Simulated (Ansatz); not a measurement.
An ideal cubic perovskite cell is held by its symmetry; such compounds can tilt or shift off centre at room temperature. The starting structures come from a database of crystals and need not be the phases stable at ambient conditions.

 Where the default PAW files enter, the runs use the earlier of Ansatz's two default sets.

## Evanescent states of SrHfO3 (Pm-3m, cubic perovskite, not sure to be the ambient phase, 5 atoms a cell, 14.2 Å³ an atom, -4 GPa at this level) along the normal of (111)

All values below come from PBEsol (plane waves, PAW; Ansatz, a quantum-chemistry and plane-wave program).

The gap is the functional's own, uncorrected, and κ follows it; spin-orbit coupling is left out. Mid-gap values are interpolated between the computed energies.

Energies count from the valence-band top; κ is the least over a 6×6 mesh across the current.

```tsv
E (eV)	κ (1/Å)	where
0.09	0.153	Γ
0.27	0.209	Γ
0.45	0.237	Γ
0.63	0.259	Γ
0.81	0.276	Γ
0.99	0.290	Γ
1.17	0.301	Γ
1.35	0.309	Γ
1.53	0.314	Γ
1.71	0.317	Γ
1.89	0.318	Γ
2.07	0.317	Γ
2.25	0.314	Γ
2.43	0.306	Γ
2.61	0.292	Γ
2.79	0.275	Γ
2.97	0.253	Γ
3.15	0.226	Γ
3.33	0.190	Γ
3.51	0.136	Γ
```

**Question.** How thick must the barrier be to attenuate the transmission by 10^8 when the electrodes' Fermi level lies at 0.27 eV, and what attenuation does that film give at 2.79 eV?

**Answer.** d = 8 ln 10 / (2 × 0.209) = 44.1 Å. At 2.79 eV it gives 8 × 0.275/0.209 = 10.5 decades.
